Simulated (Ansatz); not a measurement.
Output of an Ansatz run (abridged):

```
WARN ansatz: RAYON_NUM_THREADS=1 ignored (pool sized by the plan → 1); use --threads N
basis.fft_grid_basis auto: the FFT boxes are laid along the combinations [[1, 0, -1], [0, 1, -1], [0, 0, 1]] of the cell's own vectors, 4.740, 4.740 and 8.780 …
Pseudopotentials: kind: paw
Pseudopotential: Sr, paw, valence charge 10
Pseudopotential: Ag, paw, valence charge 19
Pseudopotential: Sb, paw, valence charge 15
Crystal: 7 atoms, lattice volume = 162.361 Å³
Basis set: ecut = 420 eV, 3165 PW (Γ), FFT grids on a1−a3, a2−a3, a3
Bands: 70, of which v1, the nominal top of the filled ones, is band 58 counted from 1 (57 counted from 0)
Symmetry: 12 space group operations
Space group: R-3m (ITA 166), of the structure as read, at distance tolerance 5.5e-5 Å
k-points: 32 of 216
PAW frozen core: Sr, regenerated for the run's functional, and the local potential with it
PAW frozen core: Ag, regenerated for the run's functional, and the local potential with it
PAW frozen core: Sb, regenerated for the run's functional, and the local potential with it
Initial density: superposition of atomic densities (neutral atoms: chi_scale 0, normalization atom), corrected by the library's trained network
Initial wavefunctions: pseudopotential atomic-orbital guess
Eigensolver: davidson
Functional: x = slater, c = lda
SCF iter   1: F=—  HF=-45950.635172 eV  |F-HF|=—  |Δ(HF+E_count)|=         —  Δρ=9.47e-3  dr2=1.18e-1  ethr=1.77e-3  ⟨swp⟩=8.2  Hψ=9722  notcnv=0  defer=18
all-band conjugate gradients solve this SCF's bands
preconditioner: auto → Kerker (q_TF=auto, 2.580 Å⁻¹)
SCF iter   2: F=—  HF=-45950.611749 eV  |F-HF|=—  |Δ(HF+E_count)|=   2.34e-2  Δρ=3.71e-3  dr2=1.95e-2  ethr=1.02e-4  ⟨swp⟩=2.0  Hψ=3291  notcnv=0  defer=30
SCF iter   3: F=—  HF=-45950.608336 eV  |F-HF|=—  |Δ(HF+E_count)|=   3.41e-3  Δρ=1.42e-3  dr2=7.19e-3  ethr=1.68e-5  ⟨swp⟩=1.0  Hψ=2168  notcnv=0  defer=30
SCF iter   4: F=—  HF=-45950.607162 eV  |F-HF|=—  |Δ(HF+E_count)|=   1.17e-3  Δρ=3.35e-4  dr2=1.35e-3  ethr=6.19e-6  ⟨swp⟩=1.9  Hψ=2251  notcnv=0  defer=30
SCF iter   5: F=—  HF=-45950.606949 eV  |F-HF|=—  |Δ(HF+E_count)|=   2.12e-4  Δρ=1.75e-4  dr2=1.11e-4  ethr=1.16e-6  ⟨swp⟩=2.0  Hψ=2305  notcnv=0  defer=30
SCF iter   6: F=—  HF=-45950.606953 eV  |F-HF|=—  |Δ(HF+E_count)|=   3.42e-6  Δρ=6.34e-5  dr2=1.64e-5  ethr=9.57e-8  ⟨swp⟩=2.7  Hψ=3442  notcnv=0  defer=30
SCF iter   7: F=—  HF=-45950.606933 eV  |F-HF|=—  |Δ(HF+E_count)|=   2.02e-5  Δρ=3.97e-5  dr2=3.64e-6  ethr=1.41e-8  ⟨swp⟩=2.0  Hψ=2970  notcnv=0  defer=30
SCF iter   8: F=—  HF=-45950.606932 eV  |F-HF|=—  |Δ(HF+E_count)|=   6.43e-7  Δρ=1.45e-5  dr2=4.17e-7  ethr=3.14e-9  ⟨swp⟩=2.0  Hψ=3889  notcnv=0  defer=30
SCF iter   9: F=-45950.606932 eV  HF=-45950.606932 eV  |F-HF|=1.76e-8  |Δ(HF+E_count)|=   6.27e-8  Δρ=3.35e-6  dr2=3.25e-8  ethr=8.62e-11  ⟨swp⟩=10.9  Hψ=9870  notcnv=0
SCF 1 converged in 9 iterations: F = -45950.606932 eV  dr2 = 3.25e-8
SCF converged after 9 iterations
Free energy (F): -45950.606932 eV
Harris-Foulkes:  -45950.606932 eV  (|F-HF|=1.76e-8)
Internal energy: -45950.562478 eV  (E = F + TS)
E sigma→0 (E₀):  -45950.584705 eV
Entropy (-TS):   -0.044454 eV (-6.351 meV/atom)
Fermi energy:    12.672745 eV
--- Per-component energies (eV) ---
  E_band       = -1620.660495
  E_kinetic    = 2773.036410
  E_local      = -17738.743517  (includes V_loc(G=0)·N_el)
  E_nonlocal   = 1287.922404
  E_hartree    = 8022.820342
  E_xc         = -1181.607616
  E_vxc        = -1294.480880  (∫ρ·V_xc dr)
  E_paw        = -26535.771674  (= ΣΔE_a)
  E_vpaw       = -2694.036340  (= ΣTr[D̂ρ^β])
  E_aug_tail   = 0.001046  (compensation charges beyond the density's cutoff)
  E_ewald      = -12582.530886
  E_core_change = 4.311012  (= ΣΔE_core)
  E_smearing   = -0.044454  (= −TS)
  E_closure    = -0.000000  (closes the sum)
  Σ components = -45950.606932   (vs F -45950.606932, Δ=0.00e0)
--- Forces (eV/Å), atoms counted from 1 ---
  atom   1  Sr     0.00000000    -0.00000000     0.00000000
  atom   2  Ag    -0.00000000     0.00000000     0.08311058
  atom   3  Ag     0.00000000    -0.00000000    -0.08311058
  atom   4  Ag    -0.00000000     0.00000000     0.11008362
  atom   5  Ag     0.00000000    -0.00000000    -0.11008362
  atom   6  Sb    -0.00000000    -0.00000000    -0.15208913
  atom   7  Sb     0.00000000     0.00000000     0.15208913
  max |Σ_I F_I| component: 5.55e-17 eV/Å
--- Stress (GPa, compression-positive) ---
       -5.181663      -0.000000      -0.000000
       -0.000000      -5.181663       0.000000
       -0.000000       0.000000      -3.820600
  P = ⅓ Tr σ = -4.7280 GPa (-47.280 kbar)
  The stress holds the Pulay correction. Without it, at fixed plane waves, as pw.x and ABINIT print it: P = -4.7531 GPa
--- Band table (eV; the first three rows and the last of 32) ---
  k-point 0: bands = ["-79.5342", "-79.5338", "-79.3838", "-79.3791", "-43.1089", "-43.1089", "-43.1080", "-43.1080", "-43.0399", "-43.0305", "-42.9713", "-42.9630", "-42.9297", "-42.9297", "-42.8998", "-42.8998", "-22.9591", "-16.1082", "-16.1082", [...]
  k-point 1: bands = ["-79.5342", "-79.5337", "-79.3836", "-79.3794", "-43.1093", "-43.1088", "-43.1080", "-43.1077", "-43.0403", "-43.0308", "-42.9709", "-42.9642", "-42.9299", "-42.9272", "-42.9012", "-42.8991", "-22.9585", "-16.1084", "-16.1083", [...]
  k-point 2: bands = ["-79.5341", "-79.5337", "-79.3829", "-79.3802", "-43.1100", "-43.1083", "-43.1082", "-43.1077", "-43.0412", "-43.0313", "-42.9701", "-42.9659", "-42.9302", "-42.9224", "-42.9044", "-42.8980", "-22.9573", "-16.1092", "-16.1086", [...]
  k-point 31: bands = ["-79.5342", "-79.5338", "-79.3838", "-79.3791", "-43.1089", "-43.1089", "-43.1080", "-43.1080", "-43.0399", "-43.0305", "-42.9713", "-42.9630", "-42.9297", "-42.9297", "-42.8998", "-42.8998", "-22.9591", "-16.1083", [...]
```

The structure:

```xyz
7
Lattice="2.3702 1.3684 8.3430 -2.3702 1.3684 8.3430 0.0000 -2.7369 8.3430" Properties=species:S:1:pos:R:3 pbc="T T T"
Sr     0.0000     0.0000     0.0000
Ag     0.0000     0.0000     3.5524
Ag     0.0000     0.0000    21.4766
Ag     0.0000     0.0000    10.8881
Ag     0.0000     0.0000    14.1409
Sb     0.0000     0.0000     6.3717
Sb     0.0000     0.0000    18.6573
```

Q: Reconstruct the input of this run.

A: Other spellings and defaults could give the same log, and not every line can be read from it. The input that was run (DFT, LDA (PW92), plane waves, default PAW files made with PBE):

Ansatz 0.2 input:
```yaml
crystal:
  lattice:
    - [2.370200, 1.368436, 8.343000]
    - [-2.370200, 1.368436, 8.343000]
    - [0.000000, -2.736871, 8.343000]
  atoms:
    - { symbol: Sr, position_ang: [0.000000, 0.000000, 0.000000] }
    - { symbol: Ag, position_ang: [-0.000000, 0.000000, 3.552366] }
    - { symbol: Ag, position_ang: [0.000000, 0.000001, 21.476634] }
    - { symbol: Ag, position_ang: [-0.000000, 0.000000, 10.888116] }
    - { symbol: Ag, position_ang: [-0.000000, 0.000001, 14.140884] }
    - { symbol: Sb, position_ang: [-0.000000, 0.000000, 6.371658] }
    - { symbol: Sb, position_ang: [-0.000000, 0.000001, 18.657342] }
basis:
  ecutwfc: 420.0
kpoints:
  mp_grid:
    grid: [6, 6, 6]
hamiltonian:
  xc: lda
  pseudopotentials:
    kind: paw
scf:
  occupations:
    method: fermi_dirac
    width: 0.1
output:
  forces: true
  eigenvalues: true
  stress: true
```

The starting cell comes from a database of published, mostly measured structures (it also holds non-ambient and calculated ones), without a prior relaxation at this level. Spin-orbit coupling is off. With a pressure of about -5 GPa the cell is away from its equilibrium volume at this level. Ansatz's pressure includes its estimate of the finite-basis (Pulay) stress. The run gives no clean gap (levels at the Fermi energy touch, overlap or are partly filled at this smearing), which alone does not show that the compound is a metal.

Ansatz is a program for electronic structure.
